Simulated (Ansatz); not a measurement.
## PbSe under a change: Pb → Ir

Base system: PbSe in the rock salt structure (space group Fm-3m, No. 225; a = 6.2177 Å).

It is then changed as follows: every Pb is replaced by Ir, then cell and atoms are relaxed.

Method: PBE (Ansatz, a program for electronic structure), no spin-orbit coupling, earlier PAW set. Settings: 15×15×15 k-points, 0.05 eV Fermi–Dirac smearing, for the changed cell.

| quantity | base | changed | shift |
|---|---|---|---|
| volume per atom | 30.05 Å³ | 17.43 Å³ | -12.611 Å³ |
| density | 7.91 g/cm³ | 12.91 g/cm³ | +5.006 g/cm³ |
| lattice parameter a | 6.218 Å | 5.186 Å | -1.032 Å |
| space group | Fm-3m (No. 225) | Fm-3m (No. 225) | – |
| shortest interatomic distance | 3.109 Å | 2.593 Å | -0.516 Å |
| band gap | 0.44 eV | zero | – |

Cost of the whole job for the changed cell (relaxation, final SCF and bands): about 60 core-seconds (a rough figure).

With Pb present, leaving out spin-orbit coupling can change the band edges. Stability against distortions was not tested. As relaxed here, IrSe is a hypothetical phase, not in the database extracts checked. The final runs are not spin-polarised. An odd electron count without spin: IrSe. IrSe has a high density of states at the Fermi level and may be magnetic at this level.
